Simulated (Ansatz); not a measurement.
MoS₂ under load (space group R3m), r2SCAN+D4 with spin-orbit coupling, rigid bands (Ansatz, a first-principles code). Condition of this run: uniaxial stress zz = 2 GPa (compression positive) (the target of the relaxation). Band gap 0.80 eV, N_c = 1.52e20 cm⁻³ and N_v = 1.38e19 cm⁻³ at 300 K, conductivity masses along y (a = (1.59, 0.92, 5.99) Å; b = (-1.59, 0.92, 5.99) Å; c = (0.00, -1.84, 5.99) Å) of 0.471 mₑ (electrons) and 0.547 mₑ (holes). Take k_BT = 0.02585 eV.

What thermal injection velocity √(2k_BT/πm) limits a ballistic channel along the direction named?

7.84e6 cm/s for electrons and 7.27e6 cm/s for holes, a ratio of √(m_h/m_e) = 1.08, for dilute carriers.

What built-in voltage has an abrupt junction with N_A = 1e16 and N_D = 1e18 cm⁻³, all dopants ionised?

V_bi = E_g/e − (k_BT/e) ln(N_c N_v/(N_A N_D)) = 0.80 − 0.02585 × 12.25 = 0.48 V, for the computed gap.

Find the intrinsic carrier density and the intrinsic Fermi level.

n_i = √(N_c N_v) exp(−E_g/2k_BT) = 4.58e19 × exp(−15.47) = 8.7e12 cm⁻³. The level lies (k_BT/2) ln(N_v/N_c) = -31 meV from mid-gap (positive towards the conduction band). Each 0.1 eV added to the gap lowers n_i by a factor of 6.9.

Rigid bands with the computed gap; masses take one relaxation time for all states. Geometry: cell and atoms relaxed with r2SCAN+D4.
